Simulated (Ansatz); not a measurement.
Consider TiO₂ in the anatase structure (space group I4_1/amd, No. 141; a = 3.799 Å, c = 9.701 Å). Axes: x, y, z lie along a, b, c of the conventional cell.

Level of theory: PBE in Ansatz (plane waves to 420 eV, PAW, no spin-orbit coupling).

Strains are applied to the cell and any free atomic positions relax; under biaxial strain the out-of-plane vector relaxes too.

One change was made to it. Results:

The energy increases by 11 meV/atom; the pressure (mean of the normal stresses, compression positive) goes from zero to 4.05 GPa; the band gap goes up by 0.25 eV, from 2.13 eV to 2.38 eV; the smallest direct gap grows by 0.19 eV (2.43 eV → 2.62 eV).

Task: Which change produced these results?
A. biaxial strain −3.00 %, plane normal [001], relaxed out of plane
B. biaxial strain −1.80 %, plane normal [001], relaxed out of plane
C. biaxial strain −0.60 %, plane normal [001], relaxed out of plane
D. biaxial strain −2.40 %, plane normal [001], relaxed out of plane

Result: D, biaxial strain −2.40 %, plane normal [001], relaxed out of plane. For comparison, the band gap in the other runs: biaxial strain −1.80 %, plane normal [001], relaxed out of plane gives 2.31 eV; biaxial strain −3.00 %, plane normal [001], relaxed out of plane gives 2.45 eV; biaxial strain −0.60 %, plane normal [001], relaxed out of plane gives 2.18 eV.

Stability against distortions was not tested. All final runs are without spin polarisation.

Ansatz is a quantum-chemistry and plane-wave program.
